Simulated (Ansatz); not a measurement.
## Ansatz run on MgTe (F-43m, 2 atoms in the cell): self-consistent single point

Method: LDA (PW92), default PAW files made with PBE (plane waves; Ansatz, a quantum-chemistry and plane-wave program).

Input:

Ansatz 0.2 input:
```yaml
crystal:
  lattice:
    - [0.00000000, 3.22605000, 3.22605000]
    - [3.22605000, 0.00000000, 3.22605000]
    - [3.22605000, 3.22605000, 0.00000000]
  atoms:
    - { symbol: Mg, position: [0.00000000, 0.00000000, 0.00000000] }
    - { symbol: Te, position: [0.25000000, 0.25000000, 0.25000000] }
basis:
  ecutwfc: 30.9 Ry
kpoints:
  mp_grid: { grid: [7, 7, 7] }
hamiltonian:
  xc: lda
  pseudopotentials: { kind: paw }
scf:
  occupations: { method: fermi_dirac, width: 0.0037 Ry }
output:
  forces: true
  eigenvalues: true
  stress: true
```

The program printed (abridged):

```
WARN ansatz: RAYON_NUM_THREADS=1 ignored (pool sized by the plan → 1); use --threads N
Pseudopotentials: kind: paw
Pseudopotential: Mg, paw, valence charge 10
Pseudopotential: Te, paw, valence charge 16
Crystal: 2 atoms, lattice volume = 67.150 Å³
Basis set: ecut = 420.4159175005146 eV, 1363 PW (Γ)
Bands: 17, of which v1, the nominal top of the filled ones, is band 13 counted from 1 (12 counted from 0)
Symmetry: 24 space group operations
Space group: F-43m (ITA 216), of the structure as read, at distance tolerance 4.1e-5 Å
k-points: 20 of 343 (time reversal used)
PAW frozen core: Mg, regenerated for the run's functional, and the local potential with it
PAW frozen core: Te, regenerated for the run's functional, and the local potential with it
Initial density: superposition of atomic densities (neutral atoms: chi_scale 0, normalization atom), corrected by the library's trained network
Initial wavefunctions: pseudopotential atomic-orbital guess
Eigensolver: davidson
Functional: x = slater, c = lda
SCF iter   1: F=—  HF=-8730.483579 eV  |F-HF|=—  |Δ(HF+E_count)|=         —  Δρ=4.73e-3  dr2=5.87e-3  ethr=1.77e-3  ⟨swp⟩=6.0  Hψ=1876  notcnv=0
all-band conjugate gradients solve this SCF's bands
preconditioner: auto → none
SCF iter   2: F=—  HF=-8730.478322 eV  |F-HF|=—  |Δ(HF+E_count)|=   5.26e-3  Δρ=1.99e-3  dr2=1.08e-3  ethr=2.26e-5  ⟨swp⟩=2.0  Hψ=834  notcnv=0
SCF iter   3: F=—  HF=-8730.477990 eV  |F-HF|=—  |Δ(HF+E_count)|=   3.32e-4  Δρ=2.68e-4  dr2=3.30e-5  ethr=4.17e-6  ⟨swp⟩=3.0  Hψ=600  notcnv=0
SCF iter   4: F=—  HF=-8730.477984 eV  |F-HF|=—  |Δ(HF+E_count)|=   5.94e-6  Δρ=1.04e-4  dr2=1.11e-5  ethr=1.27e-7  ⟨swp⟩=2.0  Hψ=600  notcnv=0
iter 5 did not close the SCF: its close was put off for the readings that it lacked (scf_convergence_deferred on its scf_iter line)
SCF iter   5: F=-8730.477978 eV  HF=-8730.477978 eV  |F-HF|=1.29e-7  |Δ(HF+E_count)|=   5.78e-6  Δρ=1.76e-5  dr2=9.61e-8  ethr=4.27e-8  ⟨swp⟩=2.0  Hψ=520  notcnv=0
SCF iter   6: F=-8730.477978 eV  HF=-8730.477978 eV  |F-HF|=7.99e-10  |Δ(HF+E_count)|=   1.02e-7  Δρ=1.98e-6  dr2=1.97e-9  ethr=3.69e-10  ⟨swp⟩=3.2  Hψ=1483  notcnv=0
SCF 1 converged in 6 iterations: F = -8730.477978 eV  dr2 = 1.97e-9
SCF converged after 6 iterations
Free energy (F): -8730.477978 eV
Harris-Foulkes:  -8730.477978 eV  (|F-HF|=7.99e-10)
Internal energy: -8730.477978 eV  (E = F + TS)
E sigma→0 (E₀):  -8730.477978 eV
Fermi energy:    5.254444 eV
--- Per-component energies (eV) ---
  E_band       = -671.710929
  E_kinetic    = 257.828143
  E_local      = -3311.159652  (includes V_loc(G=0)·N_el)
  E_nonlocal   = -207.729450
  E_hartree    = 1572.279637
  E_xc         = -152.445296
  E_vxc        = -142.082835  (∫ρ·V_xc dr)
  E_paw        = -4782.356589  (= ΣΔE_a)
  E_vpaw       = -413.125785  (= ΣTr[D̂ρ^β])
  E_aug_tail   = -0.000206  (compensation charges beyond the density's cutoff)
  E_ewald      = -2107.723707
  E_core_change = 0.829141  (= ΣΔE_core)
  E_smearing   = -0.000000  (= −TS)
  E_closure    = 0.000000  (closes the sum)
  Σ components = -8730.477978   (vs F -8730.477978, Δ=0.00e0)
--- Forces (eV/Å), atoms counted from 1 ---
  atom   1  Mg     0.00000000    -0.00000000     0.00000000
  atom   2  Te     0.00000000    -0.00000000    -0.00000000
  max |Σ_I F_I| component: 1.68e-16 eV/Å
--- Stress (GPa, compression-positive) ---
       -1.394751       0.000000      -0.000000
        0.000000      -1.394751       0.000000
       -0.000000       0.000000      -1.394751
  P = ⅓ Tr σ = -1.3948 GPa (-13.948 kbar)
  The stress holds the Pulay correction. Without it, at fixed plane waves, as pw.x and ABINIT print it: P = -1.4124 GPa
--- Band table (eV; the first three rows and the last of 20) ---
  k-point 0: bands = ["-70.2754", "-37.7012", "-37.7012", "-37.7012", "-30.9252", "-30.9252", "-30.9252", "-30.9167", "-30.9167", "-6.1939", "4.1013", "4.1013", "4.1013", "6.3084", "9.5147", "9.5147", "9.5147"]
  k-point 1: bands = ["-70.2754", "-37.7012", "-37.7012", "-37.7012", "-30.9252", "-30.9251", "-30.9251", "-30.9167", "-30.9167", "-6.0976", "3.1149", "4.0103", "4.0103", "7.1037", "9.4526", "9.7222", "9.7222"]
  k-point 2: bands = ["-70.2754", "-37.7013", "-37.7012", "-37.7012", "-30.9253", "-30.9249", "-30.9249", "-30.9166", "-30.9166", "-5.8601", "1.7774", "3.8278", "3.8278", "7.3785", "9.8166", "9.8166", "10.4122"]
  k-point 19: bands = ["-70.2754", "-37.7013", "-37.7013", "-37.7012", "-30.9254", "-30.9249", "-30.9245", "-30.9167", "-30.9164", "-5.4198", "1.3533", "2.1161", "2.8885", "8.1995", "9.5657", "10.5156", "10.9139"]
```

The run converged in 6 iterations.

The starting cell has typed, rounded lattice constants, without a prior relaxation at this level. Its lattice was rescaled by up to half a per cent. Spin-orbit coupling is off. Ansatz's pressure includes its estimate of the finite-basis (Pulay) stress.
